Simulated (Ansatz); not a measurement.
Cells marked so need not be the phases stable at ambient conditions, and some may be hypothetical.

No gap correction and no spin-orbit coupling; mid-gap values are interpolated between computed energies.

A. Cu₄SnP₁₀ (R3m, not sure to be the ambient phase, 15 atoms a cell, 18.0 Å³ an atom), along the normal of (001)
B. Ca₂HN (Fd-3m, not sure to be the ambient phase, 16 atoms a cell, 15.5 Å³ an atom, 2 GPa at this level), along the normal of (001)
C. InP (F-43m, zinc blende, 2 atoms a cell, 25.7 Å³ an atom), along the normal of (110)

Q: Rank these by mid-gap decay constant of the slowest evanescent state (highest first), as r2SCAN (Ansatz, a program for electronic structure) gives it.

A: B (0.32 1/Å), A (0.10 1/Å), C (0.07 1/Å)
